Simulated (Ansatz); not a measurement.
The structure below was relaxed with Ansatz (a quantum-chemistry and plane-wave program) PBEsol, no spin-orbit coupling, earlier PAW set.

```
CELL_PARAMETERS angstrom
      3.74393     2.16156     3.07513
     -3.74393     2.16156     3.07513
      0.00000    -4.32312     3.07513
ATOMIC_POSITIONS crystal
  Cs 0.90062 0.90062 0.90062
  Ge 0.38732 0.38732 0.38732
  Cl 0.93208 0.40199 0.40199
  Cl 0.40199 0.40199 0.93208
  Cl 0.40199 0.93208 0.40199
```

**Question.** Find the space group and the Wyckoff positions.

**Answer.** Space group R3m, hexagonal axes (No. 160); a = b = 7.488 Å, c = 9.225 Å, α = β = 90.00°, γ = 120.00°

| atom | site | symmetry | x | y | z |
|---|---|---|---|---|---|
| Cs | 3a | 3m | 0.0000 | 0.0000 | 0.9006 |
| Ge | 3a | 3m | 0.0000 | 0.0000 | 0.3873 |
| Cl | 9b | .m | 0.1566 | 0.3133 | 0.2454 |

**Question.** Describe the coordination.

**Answer.** The crystal has 15 atoms in its conventional cell. Lattice parameters: a = b = 7.488 Å, c = 9.225 Å, α = β = 90.00°, γ = 120.00°. Cs sees 12 Cl at 3.748–3.774 Å (cuboctahedral). Ge is surrounded by 3 Cl at 2.417 Å and 3 Cl at 2.893 Å (octahedral). Cl has 1 Ge at 2.417 Å and 1 Ge at 2.893 Å and 4 Cs at 3.748–3.774 Å (octahedral). (Neighbours: up to the widest gap in distance over summed covalent radii, below 1.35, at either atom; cation-cation and far metal-metal contacts left out.)

Whether these cells are dynamically stable was not tested. The cell was made from CsGeI3 by this change: I → Cl; the result is a model cell, its experimental status unchecked.
